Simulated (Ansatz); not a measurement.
Consider a 12-atom supercell of TiO2 in the anatase structure (space group I4_1/amd, No. 141; a = 3.7779 Å, c = 9.5838 Å) at its relaxed geometry.

The values are results of Ansatz (a quantum-chemistry and plane-wave program) r2SCAN, no SOC, not measurements.

It is then changed as follows: one Ti atom is added in an open site, starting 1.80 Å from the nearest host atom, atoms relaxed at fixed cell, starting from a slightly rattled geometry.

Problem. Predict the new final site of the added atom.

Solution. The final site of the added atom is 6 O at 1.99–2.03 Å (octahedral).

Problem. How does this affect the largest displacement of a host atom from its site in the perfect cell?

Solution. The largest displacement of a host atom from its site in the perfect cell amounts to 0.35 Å.

The magnetic state is the one reached from the starting moments; the real material's order can differ, and small cells can't hold many antiferromagnetic ones. The cell is small, so the values are those of an ordered compound at a high defect concentration; dilute-limit values will differ. Starting moments died away, wholly or in part, for Ti interstitial (started 1.80 Å from the nearest host atom); another magnetic solution may exist. No Hubbard U is applied, and correlation can decide whether such a compound is a metal. Spin-polarised in the final run: Ti interstitial (started 1.80 Å from the nearest host atom); the other runs are not. The defect cell is spin-polarised and ends with 0.1 μB.
